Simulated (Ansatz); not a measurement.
# Zr: response to strain

Take Zr in the hcp (Mg type) structure (space group P6_3/mmc, No. 194; a = 3.2443 Å, c = 5.1580 Å; relaxed with 0.1 eV smearing) as the base. Axes: x lies along a and z along c of the hexagonal cell.

Strains are applied to the cell and any free atomic positions relax.

Level of theory: r2SCAN in Ansatz (plane waves to 500 eV, PAW, no SOC).

Notes on the quantities. energy relative to the base: free energy F; pressure: mean of the normal stresses, compression positive.

```
variant                         energy relative to the base  shortest interatomic distance  pressure
------------------------------  ---------------------------  -----------------------------  --------
base                                             0 meV/atom                        3.187 Å   0.0 GPa
uniaxial strain ε_zz = +0.50 %                +0.3 meV/atom                        3.198 Å  -0.5 GPa
uniaxial strain ε_zz = +1.00 %                +1.2 meV/atom                        3.208 Å  -0.9 GPa
uniaxial strain ε_zz = +1.50 %                +2.7 meV/atom                        3.219 Å  -1.4 GPa
uniaxial strain ε_zz = +2.00 %                +4.7 meV/atom                        3.229 Å  -1.9 GPa
uniaxial strain ε_zz = +2.50 %                            …                              …         …
uniaxial strain ε_zz = +3.00 %                 +10 meV/atom                        3.244 Å  -2.7 GPa
```

Q: Complete the table.

A: 
- uniaxial strain ε_zz = +2.50 %, energy relative to the base: +7.4 meV/atom
- uniaxial strain ε_zz = +2.50 %, shortest interatomic distance: 3.240 Å
- uniaxial strain ε_zz = +2.50 %, pressure: -2.3 GPa

Stability against distortions was not tested. All final runs are without spin polarisation.

Ansatz is a quantum-chemistry and plane-wave program.
